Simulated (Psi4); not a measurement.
Psi4 1.11, B3LYP/def2-svp: Cr(O)2(SH)2 ([O]=[Cr](=[O])([SH])[SH]), 7 atoms. The geometry is a generated start, not checked to be a minimum at this level.

| Item | Value |
|---|---|
| task | energy |
| method | b3lyp |
| basis | def2-svp |
| memory | 3 GB |
| maxiter | 100 |
| keys of the molecule block | symmetry c1 |
| scf_type | df (default) |
| guess | auto, which took SAD (default) |
| scf_initial_accelerator | adiis (default) |
| e_convergence | 1e-06 (default) |
| d_convergence | 1e-06 (default) |
| dft_radial_points | 75 (default) |
| dft_spherical_points | 302 (default) |
| basis functions | 105 |
| grid points | 152370 |

```xyz
7

Cr     0.4749    -0.1544     0.2786
O      1.4377    -1.0177    -0.5573
O      0.5419     0.3679     1.7238
S      0.1862     1.7085    -0.9072
H     -0.0825     2.5559     0.0863
S     -1.4421    -1.2904     0.1618
H     -1.1162    -2.1698    -0.7859
```

Charge 0 and multiplicity 1 are set for this test and not shown to be the ground state.

One run each on 2 threads. Values of diis_max_vecs tried: 3, 6, 10 (default), 20.

Which value of diis_max_vecs needs the fewest SCF iterations, and what happens away from it?

Fewest SCF iterations, within one of each other: 10 (default) with 14, 20 with 15. The count rises to 17 at 6. The run ends without SCF convergence in 100 iterations at 3.

```json
[
 {"diis_max_vecs": "3", "SCF iterations": "100", "end": "no convergence"},
 {"diis_max_vecs": "6", "SCF iterations": "17", "end": "same solution"},
 {"diis_max_vecs": "10 (default)", "SCF iterations": "14", "end": "same solution"},
 {"diis_max_vecs": "20", "SCF iterations": "15", "end": "same solution"}
]
```
